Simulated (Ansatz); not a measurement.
Here is the system:

```yaml
crystal:
  lattice:
    - [3.08878, 0.00000, 0.06178]
    - [-1.54439, 2.67496, -0.03089]
    - [0.09887, 0.00000, 4.94326]
  atoms:
    - { symbol: Al, position: [0.33104, 0.66667, 0.00010] }
    - { symbol: Al, position: [0.66437, 0.33333, 0.50010] }
    - { symbol: N, position: [0.33581, 0.66704, 0.38190] }
    - { symbol: N, position: [0.66878, 0.33296, 0.88190] }
```

No spin polarisation.

The values are results of LDA (Ansatz, an electronic-structure program), spin-orbit coupling left out, not measurements. Γ-centred 12×12×7 mesh, Fermi–Dirac width 0.05 eV.

What is the computed band gap?

4.34 eV.

What is the computed pressure (mean of the normal stresses, compression positive)?

0.02 GPa.

Predict the valence-band top at Γ (three highest levels, from the VBM).

0.00, -0.29, -0.34 eV.

The cells carry an imposed strain or load. Whether these cells are dynamically stable was not tested. The cell was made from AlN in the wurtzite structure (space group P6_3mc, No. 186) by this change: tensor shear ε_xz = +2.00 %.
